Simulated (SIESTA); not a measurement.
# A self-consistent single point of K (Im-3m, 1 atom in the cell) with SIESTA

Level of theory: GGA PBE, numerical atomic orbitals DZP, PseudoDojo PBE standard norm-conserving potentials (rewritten from UPF to PSML) (SIESTA 5.4.2).

Input as run:

```
# files in the folder: K.psml (PseudoDojo PBE standard)
SystemName  K
SystemLabel siesta

NumberOfAtoms                1
NumberOfSpecies              1
%block ChemicalSpeciesLabel
  1 19 K
%endblock ChemicalSpeciesLabel
LatticeConstant              4.595477 Ang
%block LatticeVectors
    -0.577350295    0.577350295    0.577350295
     0.577350295   -0.577350295    0.577350295
     0.577350295    0.577350295   -0.577350295
%endblock LatticeVectors
AtomicCoordinatesFormat      Bohr
%block AtomicCoordinatesAndAtomicSpecies
     0.000000000    0.000000000    0.000000000  1
%endblock AtomicCoordinatesAndAtomicSpecies

XC.functional                GGA
XC.authors                   PBE
PAO.BasisSize                DZP
PAO.EnergyShift              0.005 Ry
MeshCutoff                   400 Ry
%block kgrid.MonkhorstPack
    9   0   0  0.0
    0   9   0  0.0
    0   0   9  0.0
%endblock kgrid.MonkhorstPack
OccupationFunction           FD
ElectronicTemperature        1160.45 K

MaxSCFIterations             150
SCF.Mixer.Method             Pulay
SCF.Mixer.Weight             0.2
SCF.Mixer.History            6
SCF.DM.Tolerance             1.0E-05
Diag.ParallelOverK           true
WriteForces                  true
Charge.Mulliken              end
```

Output (repeated stretches shortened):

```
reinit: Reading from file input.fdf

reinit: System Name: K
reinit: System Label: siesta

coor:   Atomic-coordinates input format  =     Cartesian coordinates
coor:                                            (in Bohr units)

siesta: Atomic coordinates (Bohr) and species
siesta:      0.00000   0.00000   0.00000  1        1

siesta: System type = bulk

initatomlists: Number of atoms, orbitals, and projectors:      1     9    18

siesta: ******************** Simulation parameters ****************************
redata: Spin configuration                          = none
redata: Time-Reversal Symmetry                      = T
redata: Number of Atomic Species                    =        1
redata: Mesh Cutoff                                 =   400.0000 Ry
redata: Net charge of the system                    =     0.0000 |e|
redata: Min. number of SCF Iter                     =        0
redata: Max. number of SCF Iter                     =      150
redata: SCF convergence failure will abort job
redata: SCF mix quantity                            = Hamiltonian
redata: Mix DM or H after convergence               =   F
redata: Recompute H after scf cycle                 =   F
redata: Mix DM in first SCF step                    =   T
redata: No kicks to SCF
redata: DM Mixing Weight for Kicks                  =     0.5000
redata: Require Harris convergence for SCF          =   F
redata: Harris energy tolerance for SCF             =     0.000100 eV
redata: Require DM convergence for SCF              =   T
redata: DM tolerance for SCF                        =     0.000010
redata: Require EDM convergence for SCF             =   F
redata: EDM tolerance for SCF                       =     0.001000 eV
redata: Require H convergence for SCF               =   T
redata: Hamiltonian tolerance for SCF               =     0.001000 eV
redata: Require (free) Energy convergence for SCF   =   F
redata: (free) Energy tolerance for SCF             =     0.000100 eV
redata: Using DFT-D3 dispersion                     =   F
redata: Using Saved Data (generic)                  =   F
redata: Method of Calculation                       = Diagonalization
redata: Electronic Temperature                      =  1160.4500 K
redata: Number of TDED substeps                     =        3
redata: Dynamics option                             = Single-point calculation
redata: Save all siesta data in one NC              =   F
redata: ***********************************************************************

%block SCF.Mixers
  Pulay
%endblock SCF.Mixers

%block SCF.Mixer.Pulay
  # Mixing method
  method pulay
  variant stable

  # Mixing options
  weight 0.2000
  weight.linear 0.2000
  history 6
%endblock SCF.Mixer.Pulay

DM_history_depth set to one: no extrapolation allowed by default for geometry relaxation
Size of DM history Fstack: 1
Total number of electrons:     9.000000
Total ionic charge:     9.000000

* ProcessorY, Blocksize:    1  10

* Orbital distribution balance (max,min):     9     9

 Kpoints in:          405 . Kpoints trimmed:          365

siesta: k-grid: Number of k-points = 365
siesta: k-points from Monkhorst-Pack grid
siesta: k-cutoff (effective) =    20.680 Ang
siesta: k-point supercell and displacements
siesta: k-grid:     9     0     0      0.000
siesta: k-grid:     0     9     0      0.000
siesta: k-grid:     0     0     9      0.000

diag: Algorithm                                     = D&C
diag: Parallel over k                               =   F
diag: Use parallel 2D distribution                  =   F
diag: Parallel block-size                           = 10
diag: Parallel distribution                         =     1 x     1
diag: Used triangular part                          = Lower
diag: Absolute tolerance                            =  0.100E-15
diag: Orthogonalization factor                      =  0.100E-05
diag: Memory factor                                 =  1.0000

superc: Internal auxiliary supercell:     7 x     7 x     7  =     343
superc: Number of atoms, orbitals, and projectors:    343   3087   6174

                        Single-point calculation

superc: Internal auxiliary supercell:     7 x     7 x     7  =     343
superc: Number of atoms, orbitals, and projectors:    343   3087   6174

outcell: Unit cell vectors (Ang):
       -2.653200    2.653200    2.653200
        2.653200   -2.653200    2.653200
        2.653200    2.653200   -2.653200

outcell: Cell vector modules (Ang)   :    4.595477    4.595477    4.595477
outcell: Cell angles (23,13,12) (deg):    109.4712    109.4712    109.4712
outcell: Cell volume (Ang**3)        :     74.7085
new_DM -- step:     1
Initializing Density Matrix...

Attempting to read DM from file... Failed...
DM filled with atomic data:

InitMesh: MESH = 48 x 48 x 48 = 110592
InitMesh: Mesh cutoff (required, used) =   400.000   452.287 Ry

stepf: Fermi-Dirac step function

        iscf     Eharris(eV)        E_KS(eV)     FreeEng(eV)     dDmax    Ef(eV) dHmax(eV)
   scf:    1     -817.194716     -817.436442     -817.457607  0.568484 -2.814845  1.461072
   scf:    2     -817.457549     -817.447165     -817.468334  0.021893 -2.835328  1.089192
   scf:    3     -817.470314     -817.460031     -817.481208  0.061171 -2.895256  0.013075
   scf:    4     -817.459953     -817.459996     -817.481181  0.003575 -2.904393  0.053053
   scf:    5     -817.460049     -817.460025     -817.481210  0.002892 -2.901730  0.000779
   scf:    6     -817.460025     -817.460025     -817.481210  0.000047 -2.901688  0.000091
mix: Pulay -- inversion failed, > SVD [rank/size] 2 / 5
   scf:    7     -817.460025     -817.460025     -817.481210  0.000005 -2.901691  0.000001

SCF Convergence by DM+H criterion
max |DM_out - DM_in|         :     0.0000049831
max |H_out - H_in|      (eV) :     0.0000012596
SCF cycle converged after 7 iterations

Using DM_out to compute the final energy and forces

siesta: E_KS(eV) =             -817.4600

siesta: E_KS - E_eggbox =      -817.4600

siesta: Atomic forces (eV/Ang):
     1    0.000000    0.000000    0.000000
   Tot    0.000000    0.000000    0.000000
   Max    0.000000
   Res    0.000000    sqrt( Sum f_i^2 / 3N )
   Max    0.000000    constrained

Stress tensor Voigt[x,y,z,yz,xz,xy] (kbar):       -1.92       -1.92       -1.92        0.00        0.00        0.00
(Free)E + p*V (eV/cell)     -817.3918
Target enthalpy (eV/cell)     -817.4812

siesta: Program's energy decomposition (eV):
siesta: Ebs     =      -186.981810
siesta: Eions   =      1544.345048
siesta: Ena     =       500.423518
siesta: Ekin    =       277.051635
siesta: Enl     =       113.772213
siesta: Eso     =         0.000000
siesta: Edftu   =         0.000000
siesta: DEna    =         8.050475
siesta: DUscf   =         0.080105
siesta: DUext   =         0.000000
siesta: Ex      =      -160.590439
siesta: Ec      =       -11.902485
siesta: Exc     =      -172.492924
siesta: Eharris =      -817.460025
siesta: Etot    =      -817.460025
siesta: FreeEng =      -817.481210

siesta: Stress tensor (static) (eV/Ang**3):
siesta:    -0.001197    0.000001    0.000001
siesta:     0.000001   -0.001197    0.000001
siesta:     0.000001    0.000001   -0.001197

siesta: Cell volume =         74.708490 Ang**3

siesta: Pressure (static):
siesta:                Solid            Molecule  Units
siesta:           0.00001304          0.00001304  Ry/Bohr**3
siesta:           0.00119689          0.00119689  eV/Ang**3
siesta:           1.91763569          1.91763569  kBar

mulliken: Atomic and Orbital Populations:

Species: K
Atom  Qatom  Qorb
               3s      4s      4s      3py     3pz     3px     4py     4pz
               4px
   1  9.000   1.993   0.610   0.050   2.020   2.020   2.020   0.095   0.095
              0.095

mulliken: Qtot =        9.000

Mulliken Atomic Populations:
Atom #   charge [q] valence [e]  Species
     1     0.000000    9.000000  K
 Total     0.000000
```

The run converged in 7 iterations.

The starting cell has typed, rounded lattice constants, without a prior relaxation at this level. Its lattice was rescaled by up to half a per cent. Values carry the incompleteness of an atom-centred basis.
